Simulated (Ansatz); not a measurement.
The starting structures come from a database of crystals and need not be the phases stable at ambient conditions.

By LDA and PBEsol, the system below comes out a metal.

Here is the system:

```
CELL_PARAMETERS angstrom
      3.15419     0.00000     0.00000
     -0.43465     4.28229     0.00000
     -0.21732     2.14114     2.30591
ATOMIC_POSITIONS crystal
  Te 0.50000 0.50000 0.00000
```

Space group of this cell: R-3m. The cell is taken as given.

The current runs along the normal of the first two printed vectors, the (110) plane. All runs by Ansatz (a program for electronic structure), plane waves and PAW, without spin-orbit coupling; the base is PBEsol.

| run | mean pressure (GPa) | G/A, both spins (10¹⁵ S/m²) |
|---|---|---|
| base | -0.3 | 1.21 |
| all lengths scaled by 0.98 | 3.7 | (withheld) |
| all lengths scaled by 1.02 | -3.2 | 1.16 |
| lda in place of pbesol | -1.3 | 1.21 |
| lengths across the current scaled by 0.98, ions clamped | 2.2 | 1.24 |
| lengths across the current scaled by 1.02, ions clamped | -2.3 | (withheld) |
| lengths along the current scaled by 0.97, ions clamped | 1.7 | 1.21 |
| lengths along the current scaled by 1.03, ions clamped | -1.9 | 1.19 |

Problem. Some entries are withheld; supply them.

Solution. 
- all lengths scaled by 0.98, G/A, both spins (10¹⁵ S/m²): 1.26
- lengths across the current scaled by 1.02, ions clamped, G/A, both spins (10¹⁵ S/m²): 1.17
